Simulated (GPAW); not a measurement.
GPAW run on MnPt₃ (Pm-3m, 4 atoms in the cell): self-consistent single point.

Computed with LDA (Perdew-Wang 92), GPAW PAW datasets LDA (gpaw-data 1.0.1) (plane waves; GPAW).

The change in words: lattice scaled by 0.98. Reference geometry:
```xyz
4
Lattice="3.9575 0.0000 0.0000 0.0000 3.9575 0.0000 0.0000 0.0000 3.9575" Properties=species:S:1:pos:R:3 pbc="T T T"
Mn     0.0000     0.0000     0.0000
Pt     0.0000     1.9788     1.9788
Pt     1.9788     0.0000     1.9788
Pt     1.9788     1.9788     0.0000
```
Moments meant for the start (each program seeds them in its own way; μB, in the order of the atoms Mn Pt Pt Pt): 4.0 0.0 0.0 0.0.

Reference input (self-consistent single point, DFT LDA (Perdew-Wang 92), plane waves, GPAW PAW datasets LDA (gpaw-data 1.0.1)): spinpol = true; mode = pw; ecut = 850 eV; xc = LDA; kpts = 9 9 9; mesh shift (steps) = 0 0 0; occupations.name = fermi-dirac; occupations.width = 0.1 eV; nbands = -10; symmetry.symmorphic = false; symmetry.tolerance = 0.0005; maxiter = 100. This run's input differs from it in these lines:

```diff
@@ -5,5 +5,5 @@
 atoms = Atoms(['Mn', 'Pt', 'Pt', 'Pt'],
-              cell=[[3.957500, 0.000000, 0.000000],
-                    [0.000000, 3.957500, 0.000000],
-                    [0.000000, 0.000000, 3.957500]],
+              cell=[[3.878350, 0.000000, 0.000000],
+                    [0.000000, 3.878350, 0.000000],
+                    [0.000000, 0.000000, 3.878350]],
               scaled_positions=[[0.000000, 0.000000, 0.000000],
```

Log, with long lists cut:

```
     iter     time        total  log10-change:  magmom
                         energy   eigst   dens
iter:   1 --:--:--   -39.739200                   +4.0023
iter:   2 --:--:--   -36.999963   -1.06  -1.34    +3.2187
iter:   3 --:--:--   -36.433731   -2.03  -1.48    +3.5561
iter:   4 --:--:--   -35.531470   -1.77  -1.55    +3.6509
iter:   5 --:--:--   -35.489266   -2.39  -1.94    +4.1994
iter:   6 --:--:--   -35.449681   -3.52  -2.14    +4.3311
iter:   7 --:--:--   -35.424459   -3.17  -2.19    +4.2177
iter:   8 --:--:--   -35.426468c  -4.11  -2.91    +4.0716
iter:   9 --:--:--   -35.425947c  -5.45  -2.87    +4.0626
iter:  10 --:--:--   -35.422721c  -3.92  -2.86    +4.0430
iter:  11 --:--:--   -35.422356c  -4.97  -3.47    +4.0494
iter:  12 --:--:--   -35.422469c  -6.39  -3.64    +4.0533
iter:  13 --:--:--   -35.423336c  -5.53  -3.65    +4.0794
iter:  14 --:--:--   -35.422975c  -5.59  -3.58    +4.0839
iter:  15 --:--:--   -35.422766c  -6.10  -3.67    +4.0818
iter:  16 --:--:--   -35.422789c  -6.12  -3.79    +4.0818
iter:  17 --:--:--   -35.422877c  -6.79  -4.03c   +4.0793
iter:  18 --:--:--   -35.423009c  -6.39  -4.15c   +4.0791
iter:  19 --:--:--   -35.422981c  -8.07c -4.20c   +4.0791
Converged after 19 iterations.

Dipole moment: (-0.000000, -0.000000, -0.000000) |e|*Ang

Total magnetic moment: (0.000000, 0.000000, 4.079138)
Local magnetic moments:
   0 Mn ( 0.000000,  0.000000,  3.482873)
   1 Pt ( 0.000000,  0.000000,  0.145319)
   2 Pt ( 0.000000,  0.000000,  0.145319)
   3 Pt ( 0.000000,  0.000000,  0.145319)

Energy contributions relative to reference atoms: (reference = -1531745.718580)

Kinetic:        -18.871485
Potential:      +13.923747
External:        +0.000000
XC:             -28.793828
Entropy (-ST):   -0.119694
Local:           -1.621568
SIC:             +0.000000
--------------------------
Free energy:    -35.482828
Extrapolated:   -35.422981

Spin contamination: 0.104061 electrons
Showing only first 2 kpts
                      Up                     Down
   [... lines left out ...]
Fermi level: 11.07874
No gap
   [... lines left out ...]
Energy (eV): -35.422981

Forces in eV/Ang:
  0 Mn    0.00000    0.00000    0.00000
  1 Pt    0.00000    0.00000    0.00000
  2 Pt    0.00000    0.00000    0.00000
  3 Pt    0.00000    0.00000    0.00000

Stress tensor:
     0.047249     0.000000     0.000000
     0.000000     0.047249     0.000000
     0.000000     0.000000     0.047249
Stress (GPa, Voigt): [7.5701 7.5701 7.5701 0.     0.     0.    ]
```

The run converged in 19 iterations. GPAW prints stress with tension positive. Against the reference run the free energy goes down by 77.9 meV/atom, the pressure goes from -19.07 to -7.57 GPa and the size of the net moment moves little (1.04 to 1.02 μB/atom).

The starting cell comes from a database of computed structures (which also holds hypothetical and non-ambient phases and stackings), without a prior relaxation at this level. Its lattice was rescaled by a random factor within 2.5 % of one. For this run, on top of that: lattice scaled by 0.98. With one magnetic atom in the cell only a parallel order is possible. With a pressure of about -8 GPa the cell is away from its equilibrium volume at this level.

Cost on one core of a shared machine: roughly 4 min.
